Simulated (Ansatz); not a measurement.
The reference is BN in the zinc blende structure (space group F-43m, No. 216; a = 3.606 Å). Axes: x, y, z lie along the cube axes.

Level of theory: PBEsol/PAW in Ansatz (an electronic-structure program), without spin-orbit coupling.

Strains are applied to the cell and any free atomic positions relax; under biaxial strain the out-of-plane vector relaxes too.

One change was made to it. Results:

| quantity | base | after |
|---|---|---|
| energy relative to the base (free energy F) | 0 meV/atom | +0.8 meV/atom |
| smallest direct gap | 8.81 eV | 8.80 eV |
| valley order (the lowest conduction-band minima on the path, energy above the VBM, named in the base's zone) | X along ⟨100⟩ 4.30 eV | X along [010] 4.24 eV; X along [001] 4.37 eV |

### Question
Name the change that was made.
A) biaxial strain −0.50 %, plane normal [001], relaxed out of plane
B) biaxial strain −2.00 %, plane normal [001], relaxed out of plane
C) biaxial strain −1.00 %, plane normal [001], relaxed out of plane

### Answer
A, biaxial strain −0.50 %, plane normal [001], relaxed out of plane. For comparison, the valley order in the other runs: biaxial strain −2.00 %, plane normal [001], relaxed out of plane gives X along [010] 4.05 eV; X along [001] 4.58 eV; biaxial strain −1.00 %, plane normal [001], relaxed out of plane gives X along [010] 4.18 eV; X along [001] 4.44 eV.

Whether these cells are dynamically stable was not tested.
